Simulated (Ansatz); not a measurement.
**TaTe (model structure, Pm-3m, No. 221, 2 atoms in the cell)**

Method: r²SCAN+rVV10 (Ansatz, a program for electronic structure, PAW).

Run with plane-wave cutoff 560 eV, 18×18×14 k mesh (along the axes of the cell as run), Fermi–Dirac smearing 0.05 eV, scalar-relativistic PAW data made under PBE.

Cell (relaxed at this level):

```xyz
2
Lattice="3.3940 0.0000 0.0000 0.0000 3.3940 0.0000 0.0000 0.0000 3.3937" Properties=species:S:1:pos:R:3 pbc="T T T"
Ta     0.0000     0.0000     0.0000
Te     1.6970     1.6970     1.6969
```

```yaml
band_gap: none
```

Note: the relaxation could raise the start's symmetry but not lower it, so the cell can be a saddle point.

Spin–orbit coupling is not included; it can open a gap where bands touch, and shift volumes and moduli.

Static lattice: no zero-point or thermal effects.

A model structure was made by putting elements into a prototype or built by hand; it is no filed structure, need not be a known phase, and can be a saddle point held by its symmetry.
